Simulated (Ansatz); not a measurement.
Here is the system:

```
Ga3As2P
1.0
    3.95512     0.00000     0.00000
   -1.97756     3.42523     0.00000
    0.00000     0.00000     9.69404
P As Ga
1 2 3
Direct
  0.00000   0.00000   0.74995
  0.33333   0.66667   0.41970
  0.66667   0.33333   0.08062
  0.00000   0.00000   0.99372
  0.33333   0.66667   0.67284
  0.66667   0.33333   0.33317
```

No spin polarisation.

Calculations: r2SCAN (Ansatz, a quantum-chemistry and plane-wave program, PAW, no SOC). Settings: 10×10×4 k-points, 0.05 eV Fermi–Dirac smearing.

### Question
What electron mass does the calculation give?

### Answer
0.090 mₑ along c, 0.082 mₑ across (at Γ).

### Question
What gap character (in this cell's own zone, which can be folded) does the calculation give?

### Answer
Direct at Γ.

These are small ordered cells, not random alloys; other orderings at the same x differ. Masses are band curvatures over ±0.01 Å⁻¹ around the edge. No phonon test of stability was made. The cell was made from GaP by this change: x(As) = 0.667, 6 atoms, P3m1.
